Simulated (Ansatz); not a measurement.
The starting structures come from a database of crystals and need not be the phases stable at ambient conditions.

Consider the following.

```yaml
crystal:
  lattice:
    - [5.30127, 0.00000, 0.00000]
    - [0.00000, 8.77104, 0.00000]
    - [0.00000, 0.00000, 6.87686]
  atoms:
    - { symbol: K, position: [0.75000, 0.68570, 0.35093] }
    - { symbol: K, position: [0.25000, 0.31430, 0.64907] }
    - { symbol: K, position: [0.25000, 0.81430, 0.85093] }
    - { symbol: K, position: [0.75000, 0.18570, 0.14907] }
    - { symbol: Si, position: [0.75000, 0.54584, 0.84890] }
    - { symbol: Si, position: [0.25000, 0.45416, 0.15110] }
    - { symbol: Si, position: [0.25000, 0.95416, 0.34890] }
    - { symbol: Si, position: [0.75000, 0.04584, 0.65110] }
    - { symbol: H, position: [0.03902, 0.41931, 0.29926] }
    - { symbol: H, position: [0.96098, 0.58069, 0.70074] }
    - { symbol: H, position: [0.96098, 0.08069, 0.79926] }
    - { symbol: H, position: [0.03902, 0.91931, 0.20074] }
    - { symbol: H, position: [0.46098, 0.91931, 0.20074] }
    - { symbol: H, position: [0.53902, 0.08069, 0.79926] }
    - { symbol: H, position: [0.53902, 0.58069, 0.70074] }
    - { symbol: H, position: [0.46098, 0.41931, 0.29926] }
    - { symbol: H, position: [0.75000, 0.87487, 0.69555] }
    - { symbol: H, position: [0.25000, 0.12513, 0.30445] }
    - { symbol: H, position: [0.25000, 0.62513, 0.19555] }
    - { symbol: H, position: [0.75000, 0.37487, 0.80445] }
```

Space group of this cell: Pnma. The cell is taken as given.

Transport runs along the normal of the first two printed cell vectors.

No gap correction and no spin-orbit coupling; mid-gap values are interpolated between computed energies.

Q: Give the band gap and the smallest decay constant κ at mid-gap that r2SCAN in Ansatz (a program for electronic structure) yields.

A: Gap 2.72 eV on a 6×4×6 mesh; κ = 0.310 1/Å, at the zone centre.
